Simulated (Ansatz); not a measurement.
Abridged Ansatz (an electronic-structure program) output:

```
Relaxation: its limit of steps is 50 (relax.max_steps)
Pseudopotential: Si, paw, valence charge 4
Pseudopotential: W, paw, valence charge 14
Crystal: 3 atoms, lattice volume = 39.039 Å³
Basis set: ecut = 420 eV, 761 PW (Γ), exchange–correlation on 60×60×60 points (8 copies of the dense FFT grid, shifted against one another)
Bands: 15, of which v1, the nominal top of the filled ones, is band 11 counted from 1 (10 counted from 0)
Symmetry: 16 space group operations
k-points: 1183 of 15625
Functional: x = slater, c = lda
SCF iter   1: F=—  HF=-11348.462111 eV  |F-HF|=—  |Δ(HF+E_count)|=         —  Δρ=6.51e-3  dr2=1.46e-2  ethr=1.77e-3  ⟨swp⟩=5.0  Hψ=102869  notcnv=0
SCF iter   2: F=—  HF=-11348.459239 eV  |F-HF|=—  |Δ(HF+E_count)|=   2.87e-3  Δρ=3.37e-3  dr2=2.49e-3  ethr=6.63e-5  ⟨swp⟩=1.0  Hψ=27216  notcnv=0
SCF 1 converged in 7 iterations: F = -11348.458687 eV  dr2 = 3.42e-11
relax step   1: F+E_penalty+E_count = -11348.45868650 eV  Δ(F+E_penalty+E_count) = +0.000e0 eV  max|allowed force component| = 2.957e-2 eV/Å  Δτ_max = 0.0000 Å  (7 SCF iters, accepted)
Crystal: 3 atoms, lattice volume = 39.039 Å³
SCF iter   1: F=—  HF=-11348.458726 eV  |F-HF|=—  |Δ(HF+E_count)|=         —  Δρ=9.14e-5  dr2=6.42e-6  ethr=2.86e-8  ⟨swp⟩=2.0  Hψ=69322  notcnv=0
SCF iter   2: F=—  HF=-11348.458725 eV  |F-HF|=—  |Δ(HF+E_count)|=   1.02e-6  Δρ=5.22e-5  dr2=2.16e-6  ethr=2.86e-8  ⟨swp⟩=1.0  Hψ=17758  notcnv=0
SCF 2 converged in 5 iterations: F = -11348.458724 eV  dr2 = 2.54e-11
relax step   2: F+E_penalty+E_count = -11348.45872389 eV  Δ(F+E_penalty+E_count) = -3.739e-5 eV  max|allowed force component| = 6.022e-3 eV/Å  Δτ_max = 0.0011 Å  (5 SCF iters, accepted)
Crystal: 3 atoms, lattice volume = 39.039 Å³
SCF iter   1: F=—  HF=-11348.458726 eV  |F-HF|=—  |Δ(HF+E_count)|=         —  Δρ=2.34e-5  dr2=4.25e-7  ethr=1.91e-8  ⟨swp⟩=2.2  Hψ=44928  notcnv=0
SCF iter   2: F=—  HF=-11348.458726 eV  |F-HF|=—  |Δ(HF+E_count)|=   3.16e-7  Δρ=1.32e-5  dr2=1.39e-7  ethr=1.93e-9  ⟨swp⟩=1.0  Hψ=27209  notcnv=0
SCF 3 converged in 4 iterations: F = -11348.458726 eV  dr2 = 7.45e-11
relax step   3: F+E_penalty+E_count = -11348.45872551 eV  Δ(F+E_penalty+E_count) = -1.619e-6 eV  max|allowed force component| = 3.677e-6 eV/Å  Δτ_max = 0.0003 Å  (4 SCF iters, accepted)
SCF converged after 4 iterations
Free energy (F): -11348.458726 eV
Internal energy: -11348.449460 eV  (E = F + TS)
E sigma→0 (E₀):  -11348.454093 eV
Entropy (-TS):   -0.009266 eV (-3.089 meV/atom)
Fermi energy:    17.114056 eV
--- Forces (eV/Å), atoms counted from 1 ---
  atom   1  Si    -0.00000000    -0.00000000     0.00000368
  atom   2  Si     0.00000000     0.00000000    -0.00000368
  atom   3  W      0.00000000     0.00000000     0.00000000
--- Stress (GPa, compression-positive) ---
        1.070892       0.000000      -0.000000
        0.000000       1.070892      -0.000000
        0.000000      -0.000000       5.957083
  P = ⅓ Tr σ = 2.6996 GPa (26.996 kbar)
--- Relaxed structure (3 steps of the walk, 3 accepted, 0 SCFs on fresh bases) ---
  atoms:
    - { symbol: Si, position: [0.6655176367321496, 0.6655176367321496, -1.8250255897337807e-35] }
    - { symbol: Si, position: [0.33448236326785036, 0.33448236326785036, -9.157111411417002e-36] }
    - { symbol: W, position: [2.519312758004032e-35, 2.2142397287144816e-36, 2.7407367308754805e-35] }
```

Problem. What was computed, and what are the main results?

Solution. WSi2, 3 atoms in the cell, with LDA/PAW in Ansatz, no SOC. The last SCF converged to F = -11348.458726 eV, or -3782.8196 eV per atom, at a pressure of 2.70 GPa. The total energy compares only with runs of the same code, potentials and settings.

The cells carry an imposed strain or load. No phonon test of stability was made. All final runs are without spin polarisation. The cell was made from WSi2 (space group I4/mmm, No. 139) by this change: uniaxial strain ε_zz = −1.00 %.

Keys are those of Ansatz 0.2.
